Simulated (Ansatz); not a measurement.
Base system: MgO in the rock salt structure (space group Fm-3m, No. 225; a = 4.214 Å).

Calculations: PBEsol in Ansatz (plane waves to 420 eV, PAW, no spin-orbit coupling).

For the base:

```
Property                                         Result
-----------------------------  ------------------------
Band gap                                        4.62 eV
Hole mass                      0.38, 2.1, 2.1 mₑ (at Γ)
Shortest interatomic distance                   2.107 Å
Density                                      3.58 g/cm³
```

Modification: cell and atoms relaxed at a pressure of 0.9 GPa.

Task: How does this affect the band gap?

Result: The band gap increases by 0.05 eV to 4.67 eV.

Task: How does this affect the hole mass?

Result: The hole mass (degenerate bands, along [100]) stays 0.38, 2.1, 2.1 mₑ (at Γ).

Task: Estimate the effect on the shortest interatomic distance.

Result: The shortest interatomic distance shrinks by 0.004 Å, from 2.107 Å to 2.103 Å.

Task: What happens to the density?

Result: The density increases by 0.02 g/cm³, from 3.58 g/cm³ to 3.60 g/cm³.

Load acts through the strain it causes; cell and atoms are relaxed under it. Masses are band curvatures over ±0.01 Å⁻¹ around the edge. No phonon test of stability was made.

Ansatz is an electronic-structure program.
